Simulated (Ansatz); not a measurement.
A computed series for GaAs: response to strain

The reference is GaAs in the zinc blende structure (space group F-43m, No. 216; a = 5.603 Å). Axes: x, y, z lie along the cube axes.

Strains are applied to the cell and any free atomic positions relax; under biaxial strain the out-of-plane vector relaxes too.

The values are results of DFT with LDA, PAW potentials and a 420 eV plane-wave cutoff in Ansatz (a first-principles code), without spin-orbit coupling, not measurements.

Candidates:
(a) biaxial strain +1.00 %, plane normal [001], relaxed out of plane
(b) biaxial strain +2.50 %, plane normal [001], relaxed out of plane
(c) biaxial strain −0.50 %, plane normal [001], relaxed out of plane
(d) biaxial strain +2.00 %, plane normal [001], relaxed out of plane
(e) biaxial strain −2.00 %, plane normal [001], relaxed out of plane

Base values:

| Property | Value |
|---|---|
| Band gap | 0.49 eV |

**Question.** Order them by band gap, lowest first.

**Answer.** (b) biaxial strain +2.50 %, plane normal [001], relaxed out of plane (0.11 eV), (d) biaxial strain +2.00 %, plane normal [001], relaxed out of plane (0.18 eV), (a) biaxial strain +1.00 %, plane normal [001], relaxed out of plane (0.33 eV), (c) biaxial strain −0.50 %, plane normal [001], relaxed out of plane (0.51 eV), (e) biaxial strain −2.00 %, plane normal [001], relaxed out of plane (0.57 eV)

No phonon test of stability was made. The zero or small gap of GaAs under biaxial strain +2.50 %, plane normal [001], relaxed out of plane and GaAs under biaxial strain +2.00 %, plane normal [001], relaxed out of plane can change with the level of theory.
